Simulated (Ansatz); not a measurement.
Base system: Ta in the bcc (W type) structure (space group Im-3m, No. 229; a = 3.2541 Å; relaxed with 0.1 eV smearing). Axes: x, y, z lie along the cube axes.

Structures relaxed with LDA (Ansatz, a quantum-chemistry and plane-wave program, PAW, without spin-orbit coupling).

Base:

Simulated powder pattern, Cu Kα1, λ = 1.54056 Å (kinematic, ideal powder, no thermal factors, no anomalous dispersion; the 8 strongest lines at most, above 2 %, up to 2θ = 90°):

```
2θ (°)  I/Imax (%)    hkl
------  ----------  -----
39.12          100  (110)
56.51           18  (200)
70.88           36  (211)
84.06           12  (220)
```

Modification: the cell is stretched by 3.00 % along z with no lateral relaxation, atoms relaxed at fixed cell.

After the change:

Simulated powder pattern, Cu Kα1, λ = 1.54056 Å (kinematic, ideal powder, no thermal factors, no anomalous dispersion; the 8 strongest lines at most, above 2 %, up to 2θ = 90°):

| 2θ (°) | I/Imax (%) | hkl |
|---|---|---|
| 38.53 | 100 | (101) |
| 39.12 | 48 | (110) |
| 54.73 | 9.3 | (002) |
| 56.51 | 17 | (200) |
| 69.31 | 19 | (112) |
| 70.49 | 35 | (211) |
| 82.58 | 12 | (202) |
| 84.06 | 5.7 | (220) |

The indices refer to the base's conventional cell; one index is shown for lines that coincide. The space group is now I4/mmm (No. 139).

The cells carry an imposed strain or load. Stability against distortions was not tested. The final runs are not spin-polarised.
